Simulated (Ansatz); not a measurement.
V3Mo (Fm-3m), PBEsol, DFPT electron-phonon coupling, linearised Boltzmann equation in Ansatz (a program for electronic structure): phonon-limited resistivity 14.1 μΩ·cm at 300 K, 19.5 μΩ·cm at 400 K, current-weighted mean free path 3.4 nm, Drude plasma energy 7.96 eV.

Question: Estimate the resistivity of a 40 nm square wire with diffuse walls from ρ ≈ ρ₀(1 + 3ℓ/4d).

Answer: 1 + 0.75 × 3.4/40 = 1.06, so ρ ≈ 15.0 μΩ·cm and a line 1 μm long has 93.7 Ω. The formula is the free-electron limit for d well above ℓ; grain boundaries add to it.

Question: What is the classical skin depth at 100 GHz (nonmagnetic, μ₀ = 1.257×10⁻⁶ H/m)?

Answer: δ = √(ρ/(π f μ₀)) = 598 nm.

Question: Estimate the electronic thermal conductivity at 300 K by the Wiedemann-Franz law (L₀ = 2.44×10⁻⁸ W·Ω/K²).

Answer: L₀T/ρ = 2.44×10⁻⁸ × 300/(14.1×10⁻⁸) = 51.9 W/(m·K). Inelastic scattering puts the true Lorenz number somewhat under L₀ near and below the Debye temperature.

A metal at this level (no band gap). Only scattering by harmonic phonons is included (no impurities, grain boundaries, electron-electron scattering or thermal expansion). Spin-orbit coupling is left out. Halving the electron mesh (24x24x24) moves the resistivity by up to 1 % at 300 K, the mean free path by up to 3 %. Smearing 0.20 eV; phonons on a 4x4x4 q mesh, which this run doesn't test.

Computed structure with no diffraction record at hand here (it may be known, metastable or hypothetical): V3Mo (Fm-3m). Treated as nonmagnetic (a ferromagnetic start lost its moment, other orders weren't tried): V3Mo (Fm-3m).
